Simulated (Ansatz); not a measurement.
```yaml
crystal:
  lattice:
    - [-1.64191, 1.64191, 1.64191]
    - [1.64191, -1.64191, 1.64191]
    - [1.64191, 1.64191, -1.64191]
  atoms:
    - { symbol: Nb, position: [0.00000, 0.00000, 0.00000] }
```

These are PBEsol with spin-orbit coupling, rigid bands (plane waves, PAW; Ansatz, an electronic-structure program) values and carry that method's errors. Condition of this run: hydrostatic pressure -2 GPa with spin-orbit coupling (the target of the relaxation). Cell: cell and atoms relaxed with PBEsol, then loaded as said.

Problem. For narrow interconnects the product ρ₀λ of bulk resistivity and mean free path ranks metals, the lower the better. What is it here?

Solution. 3.9 ×10⁻¹⁶ Ω·m².

Problem. And the Drude plasma energy and the root-mean-square Fermi velocity at 300 K?

Solution. 9.3 eV; 6.4e5 m/s.

A metal at this level (no band gap); rigid bands, thermally averaged at 300 K, both spins. τ is one relaxation time for all states; the product of resistivity and mean free path takes one path for all states instead.
